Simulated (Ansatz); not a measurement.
The reference is HfN in the rock salt structure (space group Fm-3m, No. 225; a = 4.548 Å).

Calculations: plane-wave PAW DFT at the PBE level (Ansatz, an electronic-structure program, 420 eV), no spin-orbit coupling, earlier PAW set.

Base values:

```
Quantity            Value
---------------  --------
Volume per atom  11.76 Å³
Band gap             zero
```

Now apply this change: full substitution Hf → Ta; the structure is relaxed again.

### Question
Estimate the effect on the volume per atom.

### Answer
The volume per atom drops by 0.99 Å³ (11.76 Å³ → 10.77 Å³).

### Question
How does this affect the band gap?

### Answer
The band gap stays zero.

No phonon test of stability was made. The final runs are not spin-polarised. An odd electron count without spin: HfN. This is not the structure that TaN has at room temperature and ambient pressure.
